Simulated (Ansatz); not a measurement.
Pyrite PtAs2, treated with PBEsol-D3(BJ) in Ansatz (PAW).

Numerical settings: plane-wave cutoff 520 eV, 6×6×6 k mesh, Fermi–Dirac smearing 0.01 eV, scalar-relativistic PAW data made under PBE.

A third-order Birch–Murnaghan fit to the energies gives V0 = 17.310 Å³/atom, B0 = 170 GPa, B′ = 5.0.

```csv
V (Å³/atom),P (GPa)
16.618,7.67
16.965,…
17.311,-0.01
17.657,-3.20
18.003,…
```

Estimate the withheld pressures from this fit; the answers are the runs' own values.


- 16.965, P (GPa): 3.60
- 18.003, P (GPa): -6.04

The formula P = (3/2) B0 (x^(7/3) − x^(5/3)) [1 + (3/4)(B′ − 4)(x^(2/3) − 1)] with x = V0/V meets the computed pressures within 0.02 GPa when these rounded values are put in.

Shape and atoms are relaxed at each volume.

Measured, for comparison: equilibrium volume per atom 17.70 Å³/atom (temperature not stated, no zero-point or thermal correction; as tabulated in Wikipedia's data pages). Computed (rounded) less measured: equilibrium volume per atom -2.2 %.

Note: the bulk modulus comes from volumes at which shape and atoms were relaxed.

Spin–orbit coupling is not included.

Computed values are for the static lattice.

It cost about 6 core-minutes (a rough figure) of CPU time.

Ansatz is a first-principles code.
